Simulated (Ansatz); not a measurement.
Consider interstitial B in 4H silicon carbide, charge state +3. The step: a direct jump of one B atom; the atom moves 2.70 Å along (0.67, 0.33, -0.20) of the unit cell; the moving atom starts with neighbours 4 C at 1.74 Å and ends with 3 C at 1.61; 3 Si at 2.13 Å. DFT values are from Ansatz (plane-wave PAW, 420 eV unless said) in a cell of 72 host sites, spin-restricted, static, with no finite-size correction. The charge state is imposed; whether it is stable for some Fermi level was not computed. Sites that were not tried may lie lower. For the PBE band: the check of the saddle point's order was inconclusive, and it lies on a symmetry element of the cell, where a band can be held.

```csv
Level,Forward barrier (eV),Cost of the band or of the saddle's single point
"CHGNet universal potential (has no charge state), its own band",1.44,-
"PBE, the Γ point alone, band relaxed",2.76,very roughly 29 core-minutes
"PBE, a 2×2×2 k-point mesh shifted by half a step along c, same geometries",2.85,about 80 core-seconds (a rough figure)
"r2SCAN at 500 eV, the Γ point alone, same geometries",2.97,about 40 core-seconds (a rough figure)
```

At the Γ point alone and the same geometries, HSE06 less PBE is +0.36 eV for this barrier.

Ansatz is a first-principles code.
